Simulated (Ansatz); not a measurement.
Take NaF in the rock salt structure (space group Fm-3m, No. 225) as the base.

```xyz
2
Lattice="0.0000 2.3145 2.3145 2.3145 0.0000 2.3145 2.3145 2.3145 0.0000" Properties=species:S:1:pos:R:3 pbc="T T T"
Na     0.0000     0.0000     0.0000
F      2.3145     2.3145     2.3145
```

Cartesian axes are those of the cell as printed.

Computed with plane-wave PAW DFT at the PBEsol level (Ansatz, a quantum-chemistry and plane-wave program, 420 eV), without spin-orbit coupling.

For the base:

```
Property                            Result
---------------------  -------------------
Valence-band top at Γ  0.00, 0.00, 0.00 eV
Band gap                           6.20 eV
```

It is then changed as follows: biaxial strain −2.08 %, plane normal [111], relaxed out of plane (Cartesian); in-plane vectors clamped, the third vector and the atoms free.

Problem. What does the calculation give for the valence-band top at Γ, ratio −ε⊥/ε∥, band gap and energy relative to the base after the change?

Solution. The valence-band top at Γ (three highest levels, from the VBM) goes from 0.00, 0.00, 0.00 eV to 0.00, 0.00, -0.10 eV; the ratio −ε⊥/ε∥ amounts to 0.71; the band gap grows by 0.10 eV (6.20 eV → 6.30 eV); the energy rises by 3.3 meV/atom.

Stability against distortions was not tested.
